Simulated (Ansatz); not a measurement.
**Functionals side by side, with their cost (level): Rb₂NaYBr₆ (Fm-3m, 10 atoms in the cell)**

Cell: a = 8.2284 Å, b = 8.2284 Å, c = 8.2284 Å, α = 60.00°, β = 60.00°, γ = 60.00°.

Program: Ansatz (a program for electronic structure), default PAW files made with PBE; each row names its functional.

Base settings: basis.ecutwfc = 420 eV; kpoints.mp_grid.grid = 2 2 2; hamiltonian.xc = hse06; hamiltonian.pseudopotentials = {kind: paw} (the program's default PAW files); scf.occupations.method = fixed.

Differences are taken from HSE06, a reference of convenience: it is no measurement, and no ranking of the functionals follows.

Core times come from one kind of shared machine and are given to one figure; runs under 30 s give none.

The starting cell comes from a database of computed structures (which also holds hypothetical and non-ambient phases and stackings), without a prior relaxation at this level. Its lattice was rescaled by a random factor within 2.5 % of one. Ansatz's pressure includes its estimate of the finite-basis (Pulay) stress.

```
level   gap on the mesh less reference (eV)  pressure less reference (GPa)  largest difference in the force on any atom (eV/Å)  core time / reference (rough)
------  -----------------------------------  -----------------------------  --------------------------------------------------  -----------------------------
PBEsol                               -1.260                          -0.60                                               0.053                              –
PBE0                                  0.719                          -0.02                                               0.001                            0.6
HSE06                                 0.000                           0.00                                               0.000                              1
```

PBEsol ran in under 30 s, against roughly 200 s for HSE06.

Keys are those of Ansatz 0.2.
